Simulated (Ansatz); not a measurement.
Pressure series in ZrO2

Start from ZrO₂ (space group P4_2/nmc, No. 137; a = 3.6210 Å, c = 5.2829 Å).

Cell and atoms are relaxed at each pressure.

All numbers come from plane-wave PAW DFT at the PBE level (Ansatz, a program for electronic structure, 420 eV), spin-orbit coupling left out.

Candidates:
(a) pressure 15 GPa
(b) pressure −2 GPa
(c) pressure 4.5 GPa
(d) pressure 30 GPa

Before the change:

The smallest direct gap comes out as 4.13 eV.

Task: Order them by smallest direct gap, highest first.

Result: (a) pressure 15 GPa (4.19 eV), (c) pressure 4.5 GPa (4.16 eV), (b) pressure −2 GPa (4.12 eV), (d) pressure 30 GPa (4.06 eV)

Load acts through the strain it causes; cell and atoms are relaxed under it. Whether these cells are dynamically stable was not tested. Competing high-pressure phases were not computed. This is not the structure that ZrO2 has at room temperature and ambient pressure.
